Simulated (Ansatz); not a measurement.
Al2Pt: response to strain

The parent structure is Al₂Pt (space group Fm-3m, No. 225; a = 5.897 Å; relaxed with 0.1 eV smearing). Axes: x, y, z lie along the cube axes.

Strains are applied to the cell and any free atomic positions relax.

Level of theory: DFT with PBEsol, PAW potentials and a 420 eV plane-wave cutoff in Ansatz (an electronic-structure program), spin-orbit coupling left out.

Notes on the quantities. energy relative to the base: free energy F.

| case | largest internal atomic displacement | energy relative to the base | shortest interatomic distance |
|---|---|---|---|
| base | – | 0 meV/atom | 2.553 Å |
| tensor shear ε_xy = +0.86 % | 0.015 Å | +0.8 meV/atom | 2.548 Å |
| tensor shear ε_xy = +1.71 % | 0.030 Å | +3.0 meV/atom | 2.542 Å |
| tensor shear ε_xy = +0.57 % | 0.010 Å | +0.3 meV/atom | 2.549 Å |
| tensor shear ε_xy = +0.29 % | – | +0.1 meV/atom | 2.551 Å |
| tensor shear ε_xy = +1.43 % | 0.025 Å | +2.1 meV/atom | 2.544 Å |
| tensor shear ε_xy = +1.14 % | 0.020 Å | +1.3 meV/atom | 2.546 Å |
| tensor shear ε_xy = +2.00 % | 0.035 Å | +4.1 meV/atom | 2.540 Å |

No phonon test of stability was made. The final runs are not spin-polarised.
